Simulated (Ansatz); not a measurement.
S on the 1x1 (111) surface of fcc Ir, one in a 1x1 cell, energies for each (6.5 Å²). Energies are against ⅛ S8(g), without zero-point or thermal terms; each row is named by its start.

Level of theory: PBE (plane waves to 420 eV, PAW; Ansatz, a first-principles code).

Task: Which site binds most strongly?
(A) top Ir
(B) hollow Ir-Ir-Ir over Ir at depth 4.4 Å
(C) hollow Ir-Ir-Ir over Ir at depth 2.2 Å

Result: A, top Ir. Adsorption energies: top Ir -0.47 eV; hollow Ir-Ir-Ir over Ir at depth 4.4 Å -0.06 eV; hollow Ir-Ir-Ir over Ir at depth 2.2 Å 0.00 eV.
